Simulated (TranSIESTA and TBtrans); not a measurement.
Run with TranSIESTA and TBtrans (open boundaries, self-consistent; PseudoDojo norm-conserving potentials, scalar-relativistic): PAO.BasisSize DZ, PAO.EnergyShift 0.15 eV, XC.Authors PBE, Mesh.Cutoff 200 Ry, ElectronicTemperature 300 K, TS.Voltage 0.0 eV, TBT.Elecs.Eta 0.001 eV, no spin polarisation.

System: Ge chain with one Li atom in place of Ge. Leads: straight Ge chain, spacing 2.544 Å. Geometry: as built, not relaxed. Transport runs along z; the first 6 and the last 6 of the 19 atoms are the lead cells, repeated to infinity.

```xyz
19
Lattice="9.000 0.000 0.000 0.000 9.000 0.000 0.000 0.000 48.742" Properties=species:S:1:pos:R:3 pbc="F F T"
Ge     4.500     4.500     0.000
Ge     4.500     4.500     2.544
Ge     4.500     4.500     5.088
Ge     4.500     4.500     7.632
Ge     4.500     4.500    10.176
Ge     4.500     4.500    12.720
Ge     4.500     4.500    15.264
Ge     4.500     4.500    17.808
Ge     4.500     4.500    20.352
Li     4.500     4.500    23.099
Ge     4.500     4.500    25.846
Ge     4.500     4.500    28.390
Ge     4.500     4.500    30.934
Ge     4.500     4.500    33.478
Ge     4.500     4.500    36.022
Ge     4.500     4.500    38.566
Ge     4.500     4.500    41.110
Ge     4.500     4.500    43.654
Ge     4.500     4.500    46.198
```

**Question.** Predict: conductance at 300 K (G0 = 2e²/h); thermopower (μV/K); mean T from −0.5 to 0.5 eV.

**Answer.** conductance at 300 K (G0 = 2e²/h): 0.17; thermopower (μV/K): -4.8; mean T from −0.5 to 0.5 eV: 0.18. The straight chain is held at its spacing; free chains may zigzag or dimerise. No spin-polarised start was tried, so a magnetic state, if there is one, is missed.
